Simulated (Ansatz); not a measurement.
# What biaxial strain +1.00 %, plane normal [001], relaxed out of plane does to TlBr

Consider TlBr in the CsCl type structure (space group Pm-3m, No. 221; a = 3.840 Å). Axes: x, y, z lie along the cube axes.

Perturbation: biaxial strain +1.00 %, plane normal [001], relaxed out of plane (Cartesian); in-plane vectors clamped, the third vector and the atoms free.

Method: LDA (Ansatz, a quantum-chemistry and plane-wave program; PAW; 420 eV plane waves; without spin-orbit coupling). Γ-centred 9×9×9 mesh, Fermi–Dirac width 0.05 eV.

Volume per atom: 28.59 Å³ (base 28.30 Å³)
Space group: P4/mmm (No. 123) (base Pm-3m (No. 221))
Energy relative to the base (free energy F): +0.9 meV/atom
Pressure (mean of the normal stresses, compression positive): -0.33 GPa (base -0.01 GPa)
Band gap: 1.29 eV (base 1.37 eV)
Gap character: indirect, X → Z
Smallest direct gap: 1.36 eV (base 1.37 eV)
Electron mass: 0.11 mₑ along k, 0.19 mₑ across (at X) (base 0.12 mₑ along k, 0.19 mₑ across (at X))
Valley order (the lowest conduction-band minima on the path, energy above the VBM, named in the base's zone): X along [001] 1.29 eV; X along [010] 1.42 eV; R along [111] 1.44 eV (base X along ⟨100⟩ 1.37 eV; R along ⟨111⟩ 1.49 eV)
Out-of-plane strain: -0.99 %
Ratio −ε⊥/ε∥: 0.99
Mean in-plane stress (compression positive): -0.5 GPa

Final structure (turned so that z lies along the plane normal):

```xyz
2
Lattice="3.8779 0.0000 0.0000 0.0000 3.8779 0.0000 0.0000 0.0000 3.8017" Properties=species:S:1:pos:R:3 pbc="T T T"
Tl     0.0000     0.0000     0.0000
Br     1.9390     1.9390     1.9008
```

With Tl present, leaving out spin-orbit coupling can change the band edges. Masses are band curvatures over ±0.01 Å⁻¹ around the edge. Along k means along the line from Γ to the band edge. No phonon test of stability was made. k-point labels follow each cell's own Brillouin zone.
